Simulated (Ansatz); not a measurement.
We consider fluorite PtAl2, described by rVV10 in Ansatz (plane waves, PAW).

Settings: plane-wave cutoff 520 eV, 16×16×16 k mesh, Fermi–Dirac smearing 0.05 eV, scalar-relativistic PAW data made under PBE.

Computed at the level's own relaxed cell.

### Question
Predict the volume per atom, bulk modulus B0, equilibrium lattice constant a and pressure derivative B′ of the bulk modulus.

### Answer

volume per atom: 17.83 Å³/atom
bulk modulus B0: 122 GPa
equilibrium lattice constant a: 5.981 Å
pressure derivative B′ of the bulk modulus: 4.6

The run finds no gap.

Measured, for comparison: lattice constant a 5.91 Å (temperature not stated, copied from a table, unchecked, not corrected to a static lattice; as tabulated in Crystal Structures 1, 239 (1963)). Computed (rounded) less measured: lattice constant a not scored (unchecked).

Spin–orbit coupling is not included.

Computed values are for the static lattice.

Cost on a shared machine: roughly 90 core-seconds.

Ansatz is an electronic-structure program.
